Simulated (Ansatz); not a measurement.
For BN (model structure, started from the PtS type, P4₂/mmc, No. 131, 4 atoms in the cell), PBE in Ansatz (PAW) gives:

equilibrium lattice constant a: 2.497 Å
lattice parameter c: 4.308 Å

**Question.** What does PBE-D3(BJ) (Ansatz, a program for electronic structure, plane waves, PAW) give for the same quantities?

**Answer.** 
- lattice constant a: 2.481 Å (falls by 0.6 %)
- lattice parameter c: 4.293 Å (decreases by 0.3 %)

Changes are worked out from the printed values.

Unless a cell is named, each level is at its own relaxed cell (PBE 6.71, PBE-D3(BJ) 6.61 Å³/atom).

Ansatz's density-functional and Hartree–Fock values are scalar-relativistic unless marked +SOC, with PAW data made under PBE.

A model structure was made by putting elements into a prototype or built by hand; it is no filed structure, need not be a known phase, and can be a saddle point held by its symmetry.
